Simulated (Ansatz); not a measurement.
Pressure series in Nb3Ir

The parent structure is Nb3Ir in the A15 (Cr3Si type) structure (space group Pm-3n, No. 223; a = 5.1115 Å).

Cell and atoms are relaxed at each pressure.

Calculations: Ansatz (a program for electronic structure) PBEsol, no spin-orbit coupling.

```tsv
P (GPa)	V (Å³/atom)
0.30	16.673
0.70	16.645
1.49	16.591
3.00	16.490
5.00	16.362
7.50	16.208
10.00	16.061
```

Question: Fit a third-order Birch–Murnaghan equation of state.

Answer: Least squares on P(V) = (3B₀/2)[(V₀/V)^(7/3) − (V₀/V)^(5/3)]·[1 + (3/4)(B₀′ − 4)((V₀/V)^(2/3) − 1)] gives V₀ = 16.69 Å³/atom, B₀ = 239 GPa and B₀′ = 4.2.

Load acts through the strain it causes; cell and atoms are relaxed under it. Whether these cells are dynamically stable was not tested. No other phases were tried under pressure. All final runs are without spin polarisation.
